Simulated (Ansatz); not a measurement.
Migration barriers: O vacancy in monoclinic HfO2 strained by -1.5 % along x and y, z held, charge state +2

Defect migration in monoclinic HfO2 strained by -1.5 % along x and y, z held: O vacancy, charge state +2. Level of theory: PBE, PAW (plane waves to 420 eV; Ansatz, a program for electronic structure).

Cell of 96 host sites held at the strained lattice (strain from the relaxed PBE one, atoms relaxed); the Γ point alone; Fermi-Dirac width 0.01 eV, spin-restricted; finite-size errors left in. No zero-point or tunnelling terms. Spin-orbit coupling is left out. The charge state is imposed; whether it is stable for some Fermi level was not computed. Forms of the defect that were not tried may lie lower.

Barriers: single points on a 2×2×2 k-point mesh shifted by half a step at the bands' geometries.

```
Route                                                   Start site over the lowest site run (eV)  Hop (Å)  Forward barrier (eV)  Backward barrier (eV)                                                  Neighbours at the start                                               Neighbours at the saddle                        Saddle order  Forward, on the band's own sampling (eV)
------------------------------------------------------  ----------------------------------------  -------  --------------------  ---------------------  -----------------------------------------------------------------------  ---------------------------------------------------------------------  ----------------------------------  ----------------------------------------
one O atom jumps into the vacancy from a nearby O site                                      0.00     2.46                  0.76                   0.76                         Hf at 2.06, 2 Hf at 2.10; O at 2.51, O at 2.55 Å  Hf at 2.05, Hf at 2.17, Hf at 2.60; O at 2.62, O at 2.64, O at 2.65 Å                         not checked                                      0.78
one O atom jumps into the vacancy from a nearby O site                                      0.00     1.92                  0.87                   0.14  Hf at 2.09, Hf at 2.14, 2 Hf at 2.35; O at 2.56, O at 2.61, O at 2.68 Å                                                         2 Hf at 1.98 Å                         not checked                                      0.85
one O atom jumps into the vacancy from a nearby O site                                      0.00     2.25                  1.04                   1.04                          Hf at 2.03, Hf at 2.10, Hf at 2.14; O at 2.58 Å                                                         2 Hf at 1.90 Å  not checked, on a symmetry element                                      1.04
one O atom jumps into the vacancy from a nearby O site                                      0.73     1.81                  0.36                   0.36              Hf at 2.09, Hf at 2.15, Hf at 2.29, Hf at 2.56; O at 2.52 Å                                                         2 Hf at 2.00 Å  not checked, on a symmetry element                                      0.34
```

Paths come from CI-NEB runs. Of the routes that converged and passed our checks, the lowest saddle point lies 0.76 eV above the lowest of the sites run (one O atom jumps into the vacancy from a nearby O site); other sites, such as split forms, and other routes may lie lower. A band can be held on a symmetry element, so unchecked saddle points there may be too high.

The whole set of runs took roughly 5 core-hours.
